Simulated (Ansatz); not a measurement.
Start from MoSi₂ (space group I4/mmm, No. 139; a = 3.202 Å, c = 7.819 Å).

Structures relaxed with DFT with r2SCAN, PAW potentials and a 500 eV plane-wave cutoff in Ansatz (a program for electronic structure), no SOC.

Base:

Simulated powder pattern, Cu Kα1, λ = 1.54056 Å (kinematic, ideal powder, no thermal factors, no anomalous dispersion; the 14 strongest lines at most, above 2 %, up to 2θ = 90°):

| 2θ (°) | I/Imax (%) | hkl |
|---|---|---|
| 22.73 | 32 | (002) |
| 30.14 | 60 | (101) |
| 39.78 | 71 | (110) |
| 44.80 | 100 | (103) |
| 46.30 | 19 | (112) |
| 57.52 | 23 | (200) |
| 62.66 | 7.5 | (202) |
| 62.75 | 6.7 | (114) |
| 66.31 | 12 | (211) |
| 66.49 | 6.5 | (105) |
| 72.47 | 5.8 | (006) |
| 75.73 | 41 | (213) |
| 85.76 | 7.6 | (220) |
| 86.01 | 15 | (116) |

One thing is altered: a hydrostatic pressure of 75 GPa.

### Question
How do the reflections move or split?

### Answer

Simulated powder pattern, Cu Kα1, λ = 1.54056 Å (kinematic, ideal powder, no thermal factors, no anomalous dispersion; the 14 strongest lines at most, above 2 %, up to 2θ = 90°):

```tsv
2θ (°)	I/Imax (%)	hkl
24.13	32	(002)
32.57	62	(101)
43.19	69	(110)
48.09	100	(103)
49.41	4.8	(004)
50.08	18	(112)
62.73	22	(200)
67.69	7.2	(114)
68.23	6.7	(202)
71.42	5.8	(105)
72.49	12	(211)
77.65	6.0	(006)
82.75	41	(213)
83.76	4.1	(204)
```

The indices refer to the base's conventional cell; one index is shown for lines that coincide.

The mesh was chosen for an insulator and is coarse for the gapless case. Load acts through the strain it causes; cell and atoms are relaxed under it. No phonon test of stability was made. Competing high-pressure phases were not computed. The final runs are not spin-polarised.
